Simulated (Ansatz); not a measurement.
Consider ReB$_{2}$ (space group P6_3/mmc, No. 194; a = 2.8903 Å, c = 7.4536 Å). Axes: x lies along a and z along c of the hexagonal cell.

Now apply this change: strain tensor (xx, yy, zz, yz, xz, xy) = (+0.39, −0.81, +1.29, −1.99, +1.43, −0.26) %, atoms relaxed at fixed cell.

Levels (all Ansatz, a quantum-chemistry and plane-wave program, PAW): PBEsol (420 eV, no SOC); PBEsol+SOC (420 eV, noncollinear with spin-orbit coupling).

The geometry is relaxed with PBEsol.

```
Property           Result
---------------  --------
PBEsol pressure  -3.3 GPa
```

Problem. What does PBEsol+SOC give at this geometry for the pressure?

Solution. The pressure decreases by 0.2 GPa, from -3.3 GPa to -3.5 GPa.

Single points use the geometry relaxed with PBEsol. The spin-orbit shifts are approximate. Stability against distortions was not tested. The runs without spin-orbit coupling are not spin-polarised.
